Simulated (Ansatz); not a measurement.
Defect: Al vacancy in wurtzite AlN with all lengths changed by -1 %, charge state -3. The step: a nearby Al atom hops onto the vacant site; the atom moves 3.00 Å along (-0.97, 0.00, 0.00) of the unit cell; the moving atom starts with neighbours N at 1.79, 2 N at 1.90, N at 1.92 Å and ends with N at 1.79, 2 N at 1.90, N at 1.92 Å. DFT values are from Ansatz (plane-wave PAW, 420 eV unless said) in a cell of 72 host sites, spin-restricted, static, with no finite-size correction. The charge state is imposed; whether it is stable for some Fermi level was not computed. Forms of the defect that were not tried may lie lower. For the PBE band: the saddle point's order was not checked, and it lies on a symmetry element of the cell, where a band can be held.

| Level | Forward barrier (eV) | Cost of the band or of the saddle's single point |
|---|---|---|
| CHGNet universal potential (has no charge state), its own band | 1.41 | - |
| PBE, a 2×2×2 k-point mesh shifted by half a step along c, band relaxed | 2.14 | around 13 core-minutes (rough) |

Ansatz is a first-principles code.
